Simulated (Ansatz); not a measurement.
# Ge3N4 (P31c, No. 159, 28 atoms in the cell; start mp-672289)

All values below come from PBEsol (Ansatz, a program for electronic structure, plane waves, PAW).

Run with plane-wave cutoff 520 eV, 6×6×6 k mesh, Fermi–Dirac smearing 0.01 eV, scalar-relativistic PAW data made under PBE.

Cell (relaxed at this level):

```cif
data_Ge12N16
_chemical_formula_sum 'Ge12 N16'
_space_group_name_H-M_alt 'P31c'
_space_group_IT_number 159
_space_group_name_Hall 'P 3 -2c'
_cell_length_a 8.23009
_cell_length_b 8.23009
_cell_length_c 5.95186
_cell_angle_alpha 90.000
_cell_angle_beta 90.000
_cell_angle_gamma 120.000
loop_
_atom_site_label
_atom_site_type_symbol
_atom_site_symmetry_multiplicity
_atom_site_Wyckoff_symbol
_atom_site_fract_x
_atom_site_fract_y
_atom_site_fract_z
_atom_site_occupancy
Ge1 Ge 6 c 0.16795 0.25336 0.02384 1
Ge2 Ge 6 c 0.51071 0.08277 0.22705 1
N1 N 6 c 0.32069 0.31689 0.27010 1
N2 N 6 c 0.38735 0.04418 0.49908 1
N3 N 2 a 0.00000 0.00000 0.02524 1
N4 N 2 b 0.66667 0.33333 0.16456 1
```

For Ge3N4 (P31c, No. 159, 28 atoms in the cell; start mp-672289), the band gap is 2.19 eV (on the SCF k mesh).

Note: the relaxation could not lower the start's symmetry, so the cell can be a saddle point above a distorted one.

Spin–orbit coupling is not included.

The computed numbers hold no vibrational or temperature effects.

Computing time: roughly 17 core-minutes.

A start named mp-… is a Materials Project structure, which need not be a measured phase.
